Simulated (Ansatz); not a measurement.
**Fermi-surface data of NiAl (R-3m)**

```yaml
crystal:
  lattice:
    - [2.86510, 0.00753, 0.00753]
    - [0.00753, 2.86510, 0.00753]
    - [0.00753, 0.00753, 2.86510]
  atoms:
    - { symbol: Al, position: [0.50000, 0.50000, 0.50000] }
    - { symbol: Ni, position: [0.00000, 0.00000, 0.00000] }
```

Calculation: PBEsol, rigid bands (plane waves, PAW, scalar-relativistic; Ansatz, a program for electronic structure). Condition of this run: uniaxial stress along [111] of -2 GPa (compression positive) (the target of the relaxation). Cell: cell and atoms relaxed with PBEsol, then loaded as said.

| Item | Result |
|---|---|
| density of states at the Fermi level | 0.812 states/(eV·cell), both spins |
| bare Sommerfeld coefficient | 0.96 mJ/(mol of atoms·K²) |
| Drude plasma energy | 7.2 eV |
| root-mean-square Fermi velocity | 7.6e5 m/s |
| resistivity times τ | 9.4 ×10⁻²² Ω·m·s |

A metal at this level (no band gap); rigid bands, thermally averaged at 300 K, both spins. Spin-orbit coupling is left out. τ is one relaxation time for all states.

Treated as nonmagnetic (a ferromagnetic start lost its moment, other orders weren't tried): NiAl (R-3m).
